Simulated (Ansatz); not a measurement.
## What isotropic strain −2.50 % does to HfO2

Base system: HfO2 in the fluorite structure (space group Fm-3m, No. 225; a = 5.0010 Å).

The change: every lattice vector is shortened by 2.50 %; the atoms relax in the strained cell.

The values are results of LDA in Ansatz (plane waves to 420 eV, PAW, no SOC), not measurements. Settings: 11×11×11 k-points, 0.05 eV Fermi–Dirac smearing.

```tsv
quantity	base	changed	shift
volume per atom	10.42 Å³	9.66 Å³	-0.76 Å³
space group	Fm-3m (No. 225)	Fm-3m (No. 225)	–
shortest interatomic distance	2.166 Å	2.111 Å	-0.0541 Å
energy relative to the base (free energy F)	0 meV/atom	+56 meV/atom	+56 meV/atom
pressure	0.00 GPa	25.15 GPa	+25.15 GPa
band gap	3.66 eV	3.84 eV	+0.174 eV
gap character	direct at X	direct at X	–
mean gap deformation potential ΔEg/Δln V	–	-2.3 eV	–
width of the top valence band	1.90 eV	1.98 eV	+0.08 eV
electron mass	1.1 mₑ along k, 0.68 mₑ across (at X)	1.0 mₑ along k, 0.65 mₑ across (at X)	–
```

Final structure:

```
HfO2
1.0
    0.00000     2.43801     2.43801
    2.43801     0.00000     2.43801
    2.43801     2.43801     0.00000
Hf O
1 2
Direct
  0.00000   0.00000   0.00000
  0.25000   0.25000   0.25000
  0.75000   0.75000   0.75000
```

Spin-orbit coupling, missing from the scalar runs, can matter with Hf. Masses are band curvatures over ±0.01 Å⁻¹ around the edge. Along k means along the line from Γ to the band edge. No phonon test of stability was made. This is not the structure that HfO2 has at room temperature and ambient pressure.

Ansatz is an electronic-structure program.
